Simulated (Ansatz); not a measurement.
**AlN, pressure series**

Base system: AlN in the zinc blende structure (space group F-43m, No. 216; a = 4.403 Å).

Cell and atoms are relaxed at each pressure.

Method: PBE, PAW, 420 eV (Ansatz, an electronic-structure program; without spin-orbit coupling).

| P (GPa) | V (Å³/atom) |
|---|---|
| -2.00 | 10.785 |
| -1.00 | 10.727 |
| 0.29 | 10.655 |
| 0.69 | 10.633 |
| 1.48 | 10.591 |
| 3.00 | 10.511 |
| 5.00 | 10.411 |
| 7.50 | 10.291 |
| 10.00 | 10.178 |

Problem. Fit a third-order Birch–Murnaghan equation of state.

Solution. Least squares on P(V) = (3B₀/2)[(V₀/V)^(7/3) − (V₀/V)^(5/3)]·[1 + (3/4)(B₀′ − 4)((V₀/V)^(2/3) − 1)] gives V₀ = 10.67 Å³/atom, B₀ = 193 GPa and B₀′ = 3.9.

Load acts through the strain it causes; cell and atoms are relaxed under it. Stability against distortions was not tested. Tetrahedral semiconductors of this kind turn to denser phases somewhere between about 1 and 50 GPa; those were not computed, so compressed cells here can lie past the real transition. This is not the structure that AlN has at room temperature and ambient pressure.
